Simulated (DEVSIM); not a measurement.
Structure: Ru/Al2O3/n-Si capacitor, at 250 K.

```
layer (left to right)  material  thickness (nm)  Nd (cm⁻³)
---------------------  --------  --------------  ---------
1                         Al2O3            2.40          -
2                            Si             350     2.7e18
```

Metal gate on the left, work function 4.7 eV. Fixed charge at the semiconductor interface 1.8e10 cm⁻² (in units of +e); no interface traps.

The device is made up for the run: typed textbook-type constants, with dimensions and the other settings drawn at random. Values at 300 K; Nc and Nv go as T^1.5, mobilities as T to minus their exponent, the gap by Varshni's rule with the affinity fixed.

| parameter | Al2O3 | Si |
|---|---|---|
| gap (eV) | 6.8 | 1.124 |
| affinity (eV) | 1.35 | 4.05 |
| permittivity | 9 | 11.7 |
| Nc (cm⁻³) | - | 2.86e19 |
| Nv (cm⁻³) | - | 3.1e19 |
| Varshni α (eV/K) | - | 0.000473 |
| Varshni β (K) | - | 636 |

Model (solved in DEVSIM): 1D Poisson equation in equilibrium, Boltzmann statistics, complete ionisation; no quantum confinement or tunnelling. Metal contacts follow the ideal Schottky-Mott rule: no Fermi-level pinning, no interface dipoles.

Problem. Tabulate band edges, carrier densities and field at -0.2 V on the gate.

Solution. Energies count from the Fermi level of the right contact; mesh points crowd at the junctions.

| x (μm) | Ec (eV) | Ev (eV) | n (cm⁻³) | p (cm⁻³) | field (V/cm) |
|---|---|---|---|---|---|
| 0.000 | 3.550 | -3.250 | < 1e2 | < 1e2 | -900000 |
| 0.0006400 | 3.492 | -3.308 | < 1e2 | < 1e2 | -900000 |
| 0.001240 | 3.438 | -3.362 | < 1e2 | < 1e2 | -900000 |
| 0.001880 | 3.381 | -3.419 | < 1e2 | < 1e2 | -900000 |
| 0.002710 | 0.613 | -0.523 | 9500000 | 6.8e8 | -680000 |
| 0.003766 | 0.544 | -0.592 | 2.3e8 | 2.8e7 | -630000 |
| 0.005575 | 0.437 | -0.699 | 3.4e10 | 190000 | -560000 |
| 0.009749 | 0.241 | -0.895 | 3.0e14 | < 1e2 | -380000 |
| 0.01583 | 0.085 | -1.051 | 4.2e17 | < 1e2 | -140000 |
| 0.02542 | 0.046 | -1.090 | 2.6e18 | < 1e2 | -3600 |
| 0.04269 | 0.045 | -1.091 | 2.7e18 | < 1e2 | ≈ 0 |
| 0.08531 | 0.045 | -1.091 | 2.7e18 | < 1e2 | ≈ 0 |
| 0.1406 | 0.045 | -1.091 | 2.7e18 | < 1e2 | ≈ 0 |
| 0.2235 | 0.045 | -1.091 | 2.7e18 | < 1e2 | ≈ 0 |
| 0.2894 | 0.045 | -1.091 | 2.7e18 | < 1e2 | ≈ 0 |
| 0.3149 | 0.045 | -1.091 | 2.7e18 | < 1e2 | ≈ 0 |
| 0.3310 | 0.045 | -1.091 | 2.7e18 | < 1e2 | ≈ 0 |
| 0.3399 | 0.045 | -1.091 | 2.7e18 | < 1e2 | ≈ 0 |
| 0.3468 | 0.045 | -1.091 | 2.7e18 | < 1e2 | ≈ 0 |
| 0.3497 | 0.045 | -1.091 | 2.7e18 | < 1e2 | ≈ 0 |
| 0.3512 | 0.045 | -1.091 | 2.7e18 | < 1e2 | ≈ 0 |
| 0.3524 | 0.045 | -1.091 | 2.7e18 | < 1e2 | ≈ 0 |
